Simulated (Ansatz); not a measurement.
Candidates (primitive cells; geometry: cell and atoms relaxed with PBEsol):
A. GaAs (F-43m), a = b = c = 4.0016 Å, α = β = γ = 60.00°
B. AlAs (F-43m), a = b = c = 4.013 Å, α = β = γ = 60.00°
C. InP (F-43m), a = 4.1569 Å, b = 4.1569 Å, c = 4.1569 Å, α = 60.00°, β = 60.00°, γ = 60.00°
D. InAs (F-43m), a = b = c = 4.305 Å, α = β = γ = 60.00°
E. CdSe (F-43m), a = b = c = 4.3004 Å, α = β = γ = 60.00°

Rank these by electron conductivity mass (lowest first), as HSE06, rigid bands (Ansatz, a first-principles code) gives it.

D (0.031 mₑ), A (0.070 mₑ), C (0.095 mₑ), E (0.119 mₑ), B (0.32 mₑ)

Masses are for dilute carriers at 300 K, harmonic means over directions unless an axis is named. Spin-orbit coupling is left out.
